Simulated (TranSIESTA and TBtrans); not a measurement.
Run with TranSIESTA and TBtrans (open boundaries, self-consistent; PseudoDojo norm-conserving potentials, scalar-relativistic): PAO.BasisSize DZP, PAO.EnergyShift 0.15 eV, XC.Authors PBE, Mesh.Cutoff 200 Ry, ElectronicTemperature 300 K, TS.Voltage 0.0 eV, TBT.Elecs.Eta 0.001 eV, no spin polarisation.

Junction: Ag chain with one bond stretched by 3.0 Å. Leads: straight Ag chain, spacing 2.65 Å. Geometry: as built, not relaxed.

Problem. Give the largest eigenchannel transmissions at the Fermi level (four at most) and the total.

Solution. 0.025; total 0.025. The straight chain is held at its spacing; free chains may zigzag or dimerise. No spin-polarised start was tried, so a magnetic state, if there is one, is missed.
